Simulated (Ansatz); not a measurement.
Consider this model of amorphous Si24O46F4.

```xyz
74
Lattice="10.4141 -0.1870 0.4016 -0.1870 10.7100 0.2693 0.4016 0.2693 10.5011" Properties=species:S:1:pos:R:3 pbc="T T T"
Si     1.7491     8.3983     0.5739
Si     2.9536    10.6219     1.1541
Si     5.8044     0.4823     6.3901
Si     8.7742     7.7196     4.5734
Si     4.0565     3.9664    10.7132
Si     5.4882     0.5522     1.2203
Si     3.7093     6.9671     5.7683
Si     8.5961     4.8420     5.6350
Si     8.7043     3.3845     8.3145
Si    10.6095     4.8918    10.1663
Si     1.2988     3.7745     1.7185
Si     2.7805     6.0611     1.2905
Si     0.0819    10.3068     5.3868
Si     9.8534     2.1617     4.1932
Si     5.4251     5.4759     5.1685
Si     5.7646     4.2116     2.6146
Si     1.5427    10.6493     9.3152
Si     2.8859     9.8241     6.5303
Si     7.0606     1.4530     3.5584
Si     4.7907     8.1221     0.5314
Si     5.9532     2.3843     9.0083
Si     7.0539     9.1445     8.5427
Si     7.3833     6.9098     1.8658
Si     9.5140     0.3569     8.2390
O      6.3017     7.9805     1.3537
O      9.8118     8.9642     4.8323
O      4.6013     3.1936     9.3982
O      0.6478     2.8193     2.8259
O      6.7654     5.4704     2.3502
O      3.4515     8.2931     6.6553
O     10.5428     0.9870     5.0900
O      8.3733     7.5547     3.0012
O      6.5755     1.1475     5.0909
O      1.0371     9.2906    10.0764
O      4.8702     3.8183     1.3160
O      8.6689     1.3550     3.4166
O      6.6481     2.8988     2.9756
O      4.1296     6.9329     1.5896
O      1.6770     9.9443     5.4428
O      6.4103     1.4817    10.3378
O      4.3202     5.5481     6.4317
O      9.5982     3.7379     9.6341
O      2.2991     2.9217     0.7401
O      3.9701     1.1014     1.6596
O      4.3213     0.0818     5.8443
O      6.3995     9.8891     7.2346
O      5.9171     8.5780     9.5330
O      0.8405     6.1706     8.9197
O      0.0849     4.4022     0.8069
O      8.9631     4.5165     7.1852
O      9.7969    10.1157     7.2663
O      3.5425     5.4901    10.4078
O      9.2726     6.2496     5.1324
O      0.3887     0.8282     8.8122
O      6.9601     5.0395     5.5079
O      6.4761     0.3643     2.4626
O      4.8938     4.5006     3.9636
O      5.6866     1.5330     7.6492
O      4.5514     9.8030     1.0699
O      2.8546     0.6987    10.0066
O      9.1734     3.5147     4.8397
O      2.3147    10.3414     7.9453
O      8.1067    10.2295     9.2212
O      1.4100     6.9737     1.2229
O      1.9744     9.5299     1.8269
O      9.0146     1.8575     7.7929
O      2.2668     4.9307     2.3829
O      3.5881     8.5855    10.3020
O      5.0141     7.0451     4.7268
O      7.1402     3.4538     8.7550
F      7.4460     8.1261     5.3443
F      2.3416     6.6766     5.0066
F      7.8826     7.8885     8.0306
F      8.3580     6.4984     0.6476
```

The numbers are results of PBE, scalar-relativistic without spin-orbit coupling (plane waves to 420 eV, PAW; Ansatz, a first-principles code), not measurements.

Preparation: random packing, a CHGNet melt and quench, and a DFT relaxation. O and F atoms were pushed apart under 1.9 Å during the dynamics, to hinder bonds among them. The hot cell started wider than the set density and was brought back towards it in steps. It is the lowest in DFT energy of 2 quenches. It is a model cell: composition and starting density were chosen by hand, and all elements were melted together. No dispersion term was used. Its density started from a set value of 2.11 and ended at 2.11 g/cm³. The quench (nominally 1500 K/ps over its main leg) was far faster than any real one, so the model tends to hold more defects than a real film. A cell of this size samples the disorder only roughly. The volume was held where the preparation left it and the shape relaxed, at a PBE pressure of -0.1 GPa (tension).

Bonds are counted up to Si-Si 2.60 Å, Si-O 1.96 Å, Si-F 2.02 Å, O-O 1.58 Å, O-F 1.48 Å, F-F 1.37 Å. Two cations that share two anions don't count as bonded, nor two that share one unless they lie closer than Si-Si 2.38 Å.

**Question.** Give the coordination numbers, mean bond lengths and angles.

**Answer.** 
```
Quantity                                                          Value
---------------------------------  ------------------------------------
Mean coordination of Si by anions  4.00 (1 with 3, 22 with 4, 1 with 5)
Mean coordination of O             2.00 (1 with 1, 44 with 2, 1 with 3)
Mean coordination of F                                  1.00 (4 with 1)
Mean Si-O bond                     1.643 Å (spread 0.037 Å, 92 counted)
Mean Si-F bond                      1.596 Å (spread 0.010 Å, 4 counted)
Bond angle at Si                               mean 109.5°, spread 9.6°
Bond angle at O                               mean 135.8°, spread 21.5°
```

**Question.** Which atoms depart from the most common coordination of their element?

**Answer.** Si10 has 3 (O48 1.52 Å, O49 1.62 Å, O42 1.62 Å); Si20 has 5 (O47 1.68 Å, O38 1.72 Å, O25 1.73 Å, O68 1.77 Å, O59 1.78 Å); O48 has 1 (Si10 1.52 Å); O59 has 3 (Si6 1.69 Å, Si20 1.78 Å, Si2 1.80 Å).

**Question.** List the pairs of like atoms that count as bonded by the rules above.

**Answer.** There are none by these rules.

**Question.** What Bader charges do the atoms carry, from a run on the zone centre alone?

**Answer.** Means (range): Si +3.27 e (+3.09 to +3.30), O -1.63 e (-1.67 to -1.46), F -0.85 e (-0.86 to -0.85).
| atom | charge (e) |
|---|---|
| Si1 | +3.25 |
| Si2 | +3.22 |
| Si3 | +3.29 |
| Si4 | +3.30 |
| Si5 | +3.28 |
| Si6 | +3.26 |
| Si7 | +3.26 |
| Si8 | +3.29 |
| Si9 | +3.29 |
| Si10 | +3.09 |
| Si11 | +3.28 |
| Si12 | +3.25 |
| Si13 | +3.29 |
| Si14 | +3.29 |
| Si15 | +3.24 |
| Si16 | +3.30 |
| Si17 | +3.28 |
| Si18 | +3.30 |
| Si19 | +3.29 |
| Si20 | +3.27 |
| Si21 | +3.29 |
| Si22 | +3.29 |
| Si23 | +3.29 |
| Si24 | +3.28 |
| O25 | -1.62 |
| O26 | -1.63 |
| O27 | -1.63 |
| O28 | -1.64 |
| O29 | -1.65 |
| O30 | -1.63 |
| O31 | -1.64 |
| O32 | -1.64 |
| O33 | -1.65 |
| O34 | -1.63 |
| O35 | -1.66 |
| O36 | -1.64 |
| O37 | -1.66 |
| O38 | -1.62 |
| O39 | -1.64 |
| O40 | -1.64 |
| O41 | -1.60 |
| O42 | -1.64 |
| O43 | -1.63 |
| O44 | -1.61 |
| O45 | -1.64 |
| O46 | -1.64 |
| O47 | -1.63 |
| O48 | -1.46 |
| O49 | -1.64 |
| O50 | -1.63 |
| O51 | -1.65 |
| O52 | -1.63 |
| O53 | -1.63 |
| O54 | -1.64 |
| O55 | -1.65 |
| O56 | -1.63 |
| O57 | -1.63 |
| O58 | -1.65 |
| O59 | -1.67 |
| O60 | -1.63 |
| O61 | -1.65 |
| O62 | -1.65 |
| O63 | -1.63 |
| O64 | -1.63 |
| O65 | -1.63 |
| O66 | -1.65 |
| O67 | -1.62 |
| O68 | -1.61 |
| O69 | -1.61 |
| O70 | -1.64 |
| F71 | -0.86 |
| F72 | -0.85 |
| F73 | -0.85 |
| F74 | -0.86 |
